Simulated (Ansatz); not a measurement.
The starting structures come from a database of crystals and need not be the phases stable at ambient conditions.

 Where the default PAW files enter, the runs use the earlier of Ansatz's two default sets.

Consider the following.

```yaml
crystal:
  lattice:
    - [6.94349, 0.00000, 0.00000]
    - [-2.31738, 6.54995, 0.00000]
    - [-1.15869, 3.27497, 2.00566]
  atoms:
    - { symbol: Al, position: [0.00072, 0.00024, 0.00000] }
    - { symbol: Ga, position: [0.49959, 0.49986, 0.00000] }
    - { symbol: As, position: [0.62547, 0.87516, 0.00000] }
    - { symbol: As, position: [0.12417, 0.37472, 0.00000] }
```

Space group of this cell: R3m. The cell is taken as given.

Transport runs along the normal of the first two printed cell vectors, the (110) plane of the conventional cell.

No gap correction and no spin-orbit coupling; mid-gap values are interpolated between computed energies.

Question: Predict the band gap and the smallest decay constant κ at mid-gap from r2SCAN (Ansatz, a first-principles code).

Answer: Gap 1.35 eV on a 14×14×14 mesh; κ = 0.080 1/Å, at the zone centre.
